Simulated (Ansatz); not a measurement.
Results of G0W0@HSE06 in Ansatz (hard PAW, contour deformation) for SnS (Fm-3m, No. 225, 2 atoms in the cell; start mp-1876; a measured phase of this formula has another space group).

The cell is the one relaxed with PBEsol. Conventional cell: a = 5.7271 Å, b = 5.7271 Å, c = 5.7271 Å, α = 90.00°, β = 90.00°, γ = 90.00°.

One run with a 8×8×8 mesh, response cutoff 100 eV and 196 empty bands, not extrapolated in mesh or basis; no spin–orbit coupling.

Highest filled and lowest empty level by k point (fractions of the reciprocal vectors of the cell (0.000 2.864 2.864) (2.864 0.000 2.864) (2.864 2.864 0.000) Å; eV from the valence maximum of each method):

```csv
k,HSE06 filled,HSE06 empty,QP filled,QP empty
0 0 0,-3.50,5.48,-3.11,5.33
0 0 0.25,-1.40,2.55,-1.21,2.57
0 0 0.375,-0.52,1.32,-0.43,1.42
0 0.125 0.125,-2.05,2.92,-1.76,2.91
0 0.125 0.25,-1.37,1.77,-1.14,1.81
0 0.25 0.375,-3.11,3.14,-2.89,3.17
0 0.25 -0.5,-2.77,2.85,___,___
0 0.375 0.375,-4.89,3.25,___,___
```

Question: Estimate the withheld levels to about 0.1 eV.

Answer: 
- 0 0.25 -0.5, QP filled: -2.56
- 0 0.25 -0.5, QP empty: 2.88
- 0 0.375 0.375, QP filled: -4.46
- 0 0.375 0.375, QP empty: 3.17

Note: filled d or f shells below the valence bands can shift G0W0 gaps through exchange with them, which wasn't tested here; GW on a hybrid start was not checked against another program.

A start named mp-… is a Materials Project structure, which need not be a measured phase.

Ansatz is a program for electronic structure.
